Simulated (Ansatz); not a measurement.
The reference is HfO$_{2}$ in the fluorite structure (space group Fm-3m, No. 225; a = 5.098 Å).

Level of theory: DFT with PBE, PAW potentials and a 420 eV plane-wave cutoff in Ansatz (a quantum-chemistry and plane-wave program), spin-orbit coupling left out, earlier PAW set.

One change was made to it. Results:

The band gap rises by 0.32 eV, from 3.75 eV to 4.07 eV; the electron mass changes from 1.2 mₑ along k, 0.74 mₑ across (at X) to 1.0 mₑ along k, 0.68 mₑ across (at X); the volume per atom shrinks by 1.41 Å³ to 9.63 Å³; the width of the top valence band increases by 0.15 eV (1.82 eV → 1.97 eV).

**Question.** What was done to the base?
A. pressure 18 GPa
B. pressure 4.2 GPa
C. pressure 45 GPa
D. pressure 9 GPa
E. pressure −2 GPa

**Answer.** C, pressure 45 GPa. For comparison, the band gap in the other runs: pressure −2 GPa gives 3.73 eV; pressure 18 GPa gives 3.90 eV; pressure 9 GPa gives 3.83 eV; pressure 4.2 GPa gives 3.79 eV.

Spin-orbit coupling, missing from the scalar runs, can matter with Hf. Load acts through the strain it causes; cell and atoms are relaxed under it. Effective masses come from finite differences of ±0.01 Å⁻¹. Along k means along the line from Γ to the band edge. No phonon test of stability was made. Competing high-pressure phases were not computed. This is not the structure that HfO2 has at room temperature and ambient pressure.
